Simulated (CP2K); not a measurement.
Band structure of C (P6_3/mmc, 4 atoms in the cell).

```
CELL_PARAMETERS angstrom
      2.50330     0.00000     0.00000
     -1.25165     2.16792     0.00000
      0.00000     0.00000     4.16897
ATOMIC_POSITIONS crystal
  C  0.33333 0.66667 0.06281
  C  0.66667 0.33333 0.93719
  C  0.66667 0.33333 0.56281
  C  0.33333 0.66667 0.43719
```

Method of the run: PBE, GPW, DZVP-MOLOPT-SR-GTH basis, GTH-PBE potentials (GTH_POTENTIALS) (CP2K).

Settings: CUTOFF = 400 Ry; REL_CUTOFF = 50 Ry; KPOINTS/SCHEME = MONKHORST-PACK 10 10 6; GAMMA_CENTERED = T; XC_FUNCTIONAL = PBE; C/BASIS_SET = DZVP-MOLOPT-SR-GTH-q4; C/POTENTIAL = GTH-PBE-q4; METHOD = GPW; EPS_DEFAULT = 1e-10; EXTRAPOLATION = USE_GUESS; NGRIDS = 4; SCF_GUESS = ATOMIC; EPS_SCF = 1e-06; MAX_SCF = 100.

The starting cell comes from a database of computed structures (which also holds hypothetical and non-ambient phases and stackings), without a prior relaxation at this level. Values carry the incompleteness of an atom-centred basis.

### Question
Predict the gap along the standard path and the places of the band edges.

### Answer
The gap along the path is 3.45 eV, from Γ to K; the smallest direct gap on it is 5.02 eV.

Levels in eV from the top of the valence band on the SCF mesh, bands 5 to 9:
| point | 5 | 6 | 7 | 8 | 9 |
|---|---|---|---|---|---|
| Γ | -3.07 | -0.48 | 0.00 | 0.00 | 5.02 |
| M | -9.26 | -6.45 | -5.95 | -3.14 | 4.72 |
| K | -9.70 | -7.21 | -7.21 | -7.02 | 3.45 |
| A | -1.84 | -1.84 | -1.84 | -1.84 | 7.34 |
| L | -5.09 | -5.09 | -4.82 | -4.82 | 6.12 |
| H | -9.53 | -9.53 | -4.30 | -4.30 | 7.62 |

Higher empty bands are left out: an atom-centred basis made for the valence describes them poorly.
